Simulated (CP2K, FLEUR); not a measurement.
A FLEUR input for a self-consistent single point of Sn (I4_1/amd, 2 atoms in the cell) (DFT, PBE, all-electron FLAPW (FLEUR), scalar-relativistic valence):

Input of the input generator:

```
Sn FLAPW
&input film=f /
-0.6597361583 0.6597361583 0.3598560863
0.6597361583 -0.6597361583 0.3598560863
0.6597361583 0.6597361583 -0.3598560863
8.3496282325
1.0 1.0 1.0

2
50 0.2500000000 0.7500000000 0.5000000000
50 0.0000000000 0.0000000000 0.0000000000

&comp jspins=1 /
&kpt div1=8 div2=8 div3=8 gamma=t /
&end /
```

```xml
<?xml version="1.0" encoding="UTF-8" standalone="no"?>
<fleurInput fleurInputVersion="0.39">
   <comment>
      Sn FLAPW                                                                                            
   </comment>
   <calculationSetup>
      <cutoffs Kmax="3.8" Gmax="15.2" GmaxXC="15.2" numbands="0"/>
      <scfLoop itmax="80" minDistance="0.00001" maxIterBroyd="99" imix="Anderson" alpha="0.05" precondParam="0.0" spinf="2.0"/>
      <coreElectrons ctail="T" frcor="F" kcrel="0" coretail_lmax="0"/>
      <xcFunctional name="pbe" relativisticCorrections="F"/>
      <magnetism jspins="1"/>
      <soc l_soc="F" theta="0.0" phi="0.0" spav="F"/>
      <expertModes spex="0" secvar="F"/>
      <geometryOptimization l_f="T" forcealpha="1.0" forcemix="BFGS" epsdisp="0.00001" epsforce="0.00001"/>
      <ldaU l_linMix="F" mixParam="0.05" spinf="1.0"/>
   </calculationSetup>
   <cell>
      <bzIntegration valenceElectrons="28.0" mode="gauss" fermiSmearingEnergy="0.00367493">
         <kPointListSelection listName="default-1"/>
         <!-- k-points included here -->
         <xi:include xmlns:xi="http://www.w3.org/2001/XInclude" href="kpts.xml"> </xi:include>
      </bzIntegration>
      <!-- symmetry operations included here -->
      <xi:include xmlns:xi="http://www.w3.org/2001/XInclude" href="sym.xml"> </xi:include>
      <bulkLattice scale="1.0">
         <bravaisMatrix>
            <row-1>   -5.5085516533427699     5.5085516533427699     3.0046645378074368</row-1>
            <row-2>    5.5085516533427699    -5.5085516533427699     3.0046645378074368</row-2>
            <row-3>    5.5085516533427699     5.5085516533427699    -3.0046645378074368</row-3>
         </bravaisMatrix>
      </bulkLattice>
   </cell>
   <atomSpecies>
      <species name="Tin (Sn)" element="Sn" atomicNumber="50">
         <mtSphere radius="2.61" gridPoints="919" logIncrement="0.014"/>
         <atomicCutoffs lmax="10" lnonsphr="8"/>
         <electronConfig flipSpins="F">
            <coreConfig>(1s1/2) (2s1/2) (2p1/2) (2p3/2) (3s1/2) (3p1/2) (3p3/2) (4s1/2) (3d3/2) (3d5/2) (4p1/2) (4p3/2)</coreConfig>
            <valenceConfig>(5s1/2) (4d3/2) (4d5/2) (5p1/2) (5p3/2)</valenceConfig>
            <stateOccupation state="(5p1/2)" spinUp="0.3333333333333" spinDown="0.3333333333333"/>
            <stateOccupation state="(5p3/2)" spinUp="0.6666666666667" spinDown="0.6666666666667"/>
         </electronConfig>
         <energyParameters s="5" p="5" d="5" f="4"/>
         <lo type="SCLO" l="2" n="4" eDeriv="0"/>
      </species>
   </atomSpecies>
   <atomGroups>
      <atomGroup species="Tin (Sn)">
         <relPos label="                   1">1.000/8.000 -1.000/8.000 1.000/4.000</relPos>
         <relPos label="                   2">-1.000/8.000 1.000/8.000 -1.000/4.000</relPos>
         <force calculate="T" relaxXYZ="TTT"/>
      </atomGroup>
   </atomGroups>
   <output dos="F" band="F" slice="F">
      <checks vchk="F" cdinf="F"/>
      <bandDOS minEnergy="-.5*Htr" maxEnergy="0.5*Htr" sigma="0.015" storeEVData="T"/>
      <vacuumDOS vacdos="F" integ="F" star="F" nstars="0" locx1="0.0" locy1="0.0" locx2="0.0" locy2="0.0" nstm="0" tworkf="0.0"/>
      <unfoldingBand unfoldBand="F" supercellX="1" supercellY="1" supercellZ="1"/>
      <plotting iplot="0" polar="F">
         <plot TwoD="T" vec1="  1.0  0.0  0.0" vec2="  0.0  1.0  0.0" vec3="  0.0  0.0  1.0" zero="  0.0  0.0  0.0" file="plot"/>
      </plotting>
      <chargeDensitySlicing numkpt="0" minEigenval="0.0" maxEigenval="0.0" nnne="0" pallst="F"/>
      <specialOutput eonly="F"/>
      <magneticCircularDichroism mcd="F" energyLo="-10.0" energyUp="0.0"/>
   </output>
  <!-- We include the file relax.xml here to enable relaxations (see documentation) -->
  <xi:include xmlns:xi="http://www.w3.org/2001/XInclude" href="relax.xml"> <xi:fallback/> </xi:include>
</fleurInput>
```

### Question
Translate this input to CP2K.

### Answer
This is the input that was run; spellings and numerical settings could be chosen otherwise.

```
&GLOBAL
  PROJECT sn
  RUN_TYPE ENERGY_FORCE
  PRINT_LEVEL LOW
&END GLOBAL
&FORCE_EVAL
  METHOD Quickstep
  STRESS_TENSOR ANALYTICAL
  &DFT
    BASIS_SET_FILE_NAME BASIS_MOLOPT
    POTENTIAL_FILE_NAME GTH_POTENTIALS
    &QS
      METHOD GPW
      EPS_DEFAULT 1E-10
    &END QS
    &MGRID
      CUTOFF 400
      REL_CUTOFF 50
      NGRIDS 5
    &END MGRID
    &SCF
      SCF_GUESS ATOMIC
      EPS_SCF 1E-6
      MAX_SCF 100
      ADDED_MOS 4
      &DIAGONALIZATION
        ALGORITHM STANDARD
      &END DIAGONALIZATION
      &MIXING
        METHOD BROYDEN_MIXING
        ALPHA 0.2
        NBUFFER 10
        BETA 1
      &END MIXING
      &SMEAR ON
        METHOD GAUSSIAN
        SIGMA [eV] 0.1
      &END SMEAR
    &END SCF
    &KPOINTS
      SCHEME MONKHORST-PACK 8 8 8
      GAMMA_CENTERED T
    &END KPOINTS
    &XC
      &XC_FUNCTIONAL PBE
      &END XC_FUNCTIONAL
    &END XC
    &PRINT
      &MO
        EIGENVALUES T
        OCCUPATION_NUMBERS T
        NDIGITS 8
        FILENAME mo
        &EACH
          QS_SCF 0
        &END EACH
        ADD_LAST NUMERIC
      &END MO
      &MULLIKEN OFF
      &END MULLIKEN
    &END PRINT
  &END DFT
  &SUBSYS
    &CELL
      A 4.41843300 0.00000000 0.00000000
      B -3.27409100 2.96696500 0.00000000
      C -0.57217100 -1.48348200 4.12243300
      PERIODIC XYZ
    &END CELL
    &COORD
      SCALED
      Sn       0.25000000     0.75000000     0.50000000
      Sn       0.00000000     0.00000000     0.00000000
    &END COORD
    &KIND Sn
      BASIS_SET DZVP-MOLOPT-SR-GTH-q4
      POTENTIAL GTH-PBE-q4
    &END KIND
  &END SUBSYS
  &PRINT
    &FORCES ON
    &END FORCES
    &STRESS_TENSOR ON
    &END STRESS_TENSOR
  &END PRINT
&END FORCE_EVAL
```

Basis settings and potentials, where a program has them, do not carry over. This input uses DFT PBE, GPW, DZVP-MOLOPT-SR-GTH basis, GTH-PBE potentials (GTH_POTENTIALS).

The starting cell has typed, rounded lattice constants, without a prior relaxation at this level.
